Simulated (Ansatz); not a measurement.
Functionals compared on a constructed model of the (0001) surface of hcp Co, ferromagnetic, a pseudomorphic layer of Fe in the host's stacking (bottom of the slab: a bare face, its two planes held), in Ansatz (plane waves, PAW). The structure was relaxed with PBE; the other rows are single points on it. Cutoff 420 eV.

Set-up: 7 atoms, 12.4 Å thick at the start with caps and adatoms (thin: gaps and levels are the slab's own); mesh 17x17x1; 0.1 eV smearing; dipole correction on; 2 atoms held, the rest relaxed; symmetry of the start imposed; spin-polarised, ending with about 12.5 μB a cell; orders that need a larger cell were not tried, no spin-orbit, no U. In PBE it is, or lies within 0.01 eV a 1x1 cell of, the lowest of the 2 structures of its composition computed so far; subsurface sites and larger cells were not tried. These notes are the PBE run's.

```
functional  work function of the top face (eV)  magnetic moment of the cell (μB)   rough cost of the single point
----------  ----------------------------------  --------------------------------  -------------------------------
PBE                                       4.93                             12.49                                –
RPBE                                      4.75                             12.60  around 110 core-seconds (rough)
```

Ansatz is an electronic-structure program.
